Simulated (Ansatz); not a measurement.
Base system: MgTe in the zinc blende structure (space group F-43m, No. 216; a = 6.438 Å). Axes: x, y, z lie along the cube axes.

Perturbation: compressive biaxial strain of 0.80 % in the plane normal to [110], as in epitaxy on a mismatched substrate; the out-of-plane cell vector and the atoms relax.

The values are results of PBEsol, PAW, 420 eV (Ansatz, a quantum-chemistry and plane-wave program; scalar-relativistic without spin-orbit coupling), earlier PAW set, not measurements.

Question: Give the band edges at the high-symmetry points of the new zone, measured from its valence-band maximum.

Answer: 
| point | valence edge (eV) | conduction edge (eV) |
|---|---|---|
| Γ | 0.00 | 2.34 |
| X | -1.22 | 2.63 |
| F₂ | -1.11 | 3.22 |
| Σ₀ | -1.11 | 3.22 |
| Y₀ | -1.00 | 3.32 |
| U₀ | -1.00 | 3.32 |
| R | -0.46 | 3.11 |
| W | -1.55 | 4.46 |
| S | -0.44 | 3.19 |
| T | -1.24 | 2.66 |

The gap is 2.34 eV, direct at Γ.

With Te present, leaving out spin-orbit coupling can change the band edges. Stability against distortions was not tested. k-point labels follow each cell's own Brillouin zone.
